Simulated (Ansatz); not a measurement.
Si (P6₃/mmc, No. 194, 4 atoms in the cell; start mp-165; another form than the element's usual one)

Calculation: HSE06 in Ansatz (plane waves, PAW).

Run with plane-wave cutoff 460 eV, 9×9×4 k mesh (along the axes of the cell as run), Fermi–Dirac smearing 0.01 eV, scalar-relativistic PAW data made under PBE.

Cell (relaxed with PBEsol):

Space group P6₃/mmc (No. 194); a = 3.8248 Å, b = 3.8248 Å, c = 6.3242 Å, α = 90.00°, β = 90.00°, γ = 120.00°

```
atom  site  symmetry       x       y       z
----  ----  --------  ------  ------  ------
Si      4f       3m.  0.3333  0.6667  0.0630
```

```
Quantity                                                 Result
-------------------------------------------  ------------------
band gap                                     0.95 eV (indirect)
smallest direct gap on the k points sampled             1.70 eV
```

Note: cell and atoms aren't relaxed at this level (pressure 0.4 GPa).

A start named mp-… is a Materials Project structure, which need not be a measured phase.

Ansatz is a first-principles code.
